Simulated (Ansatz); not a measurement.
A computed series for hypothetical CsCl type TaAs: response to strain

Start from TaAs in the CsCl type structure (space group Pm-3m, No. 221; a = 3.1783 Å; a hypothetical phase, not in the database extracts checked; relaxed with 0.1 eV smearing). Axes: x, y, z lie along the cube axes.

Strains are applied to the cell and any free atomic positions relax; under biaxial strain the out-of-plane vector relaxes too.

Calculations: PBEsol, PAW, 420 eV (Ansatz, a program for electronic structure; no spin-orbit coupling).

Notes on the quantities. pressure: mean of the normal stresses, compression positive; energy relative to the base: free energy F.

| case | shortest interatomic distance | pressure | energy relative to the base |
|---|---|---|---|
| base | 2.753 Å | 0.0 GPa | 0 meV/atom |
| biaxial strain +2.18 %, plane normal [001], relaxed out of plane | 2.783 Å | -5.7 GPa | +19 meV/atom |
| biaxial strain −0.56 %, plane normal [110], relaxed out of plane | 2.737 Å | 1.6 GPa | +1.3 meV/atom |
| uniaxial strain ε_xx = −0.61 % | 2.747 Å | 1.2 GPa | +0.7 meV/atom |
| uniaxial strain ε_yy = −3.77 % | 2.718 Å | 8.3 GPa | +29 meV/atom |
| uniaxial strain ε_yy = −2.98 % | 2.725 Å | 6.4 GPa | +18 meV/atom |
| tensor shear ε_xy = +0.60 % | 2.742 Å | 0.0 GPa | +0.9 meV/atom |

Stability against distortions was not tested. All final runs are without spin polarisation.
